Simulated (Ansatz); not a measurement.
System: BN (model structure, started from the rocksalt type, Fm-3m, No. 225, 2 atoms in the cell). Method: LDA (Ansatz, an electronic-structure program, plane waves, PAW).

Run with plane-wave cutoff 520 eV, 18×18×18 k mesh, scalar-relativistic PAW data made under PBE.

Computed at the level's own relaxed cell.

```xyz
2
Lattice="0.0000 1.7296 1.7296 1.7296 0.0000 1.7296 1.7296 1.7296 0.0000" Properties=species:S:1:pos:R:3 pbc="T T T"
N      0.0000     0.0000     0.0000
B      1.7296     1.7296     1.7296
```

Task: Give the elastic tensor (Voigt notation, GPa, ions relaxed, in the Cartesian axes of the cell as printed).

Result: 
```
  606.1   323.9   323.9     0.0     0.0     0.0
  323.9   606.1   323.9     0.0     0.0     0.0
  323.9   323.9   606.1     0.0     0.0     0.0
    0.0     0.0     0.0   660.9     0.0     0.0
    0.0     0.0     0.0     0.0   660.9     0.0
    0.0     0.0     0.0     0.0     0.0   660.9
```

Note: the relaxation could raise the start's symmetry but not lower it, so the cell can be a saddle point.

Static lattice: no zero-point or thermal effects.

A model structure was made by putting elements into a prototype or built by hand; it is no filed structure, need not be a known phase, and can be a saddle point held by its symmetry.
